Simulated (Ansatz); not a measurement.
The reference is SrTiO₃ in the cubic perovskite structure (space group Pm-3m, No. 221; a = 3.907 Å). Axes: x, y, z lie along the cube axes.

Level of theory: r2SCAN (Ansatz, a quantum-chemistry and plane-wave program), no spin-orbit coupling.

The change: the cell is stretched by 4.27 % along x with no lateral relaxation; the atoms relax in the strained cell.

### Question
Predict the stress tensor and what it implies for the stiffness.

### Answer
Stress of the strained cell less that of the base (GPa, compression positive):
```
 -12.06    0.00    0.00
   0.00   -4.14    0.00
   0.00    0.00   -4.14
```

Then −Δσ_ii/ε with ε = 0.0427 gives secant stiffness values (nonlinear terms included at this strain): C11 ≈ 282 GPa, C12 ≈ 97 GPa and C13 ≈ 97 GPa.

As a check, the harmonic strain energy −½ V₀ Δσ:ε is 19 meV/atom; the computed energy rise is 21 meV/atom.

Stability against distortions was not tested. All final runs are without spin polarisation. Many cubic perovskites are stable only at high temperature; tilts and polar distortions were not tested.
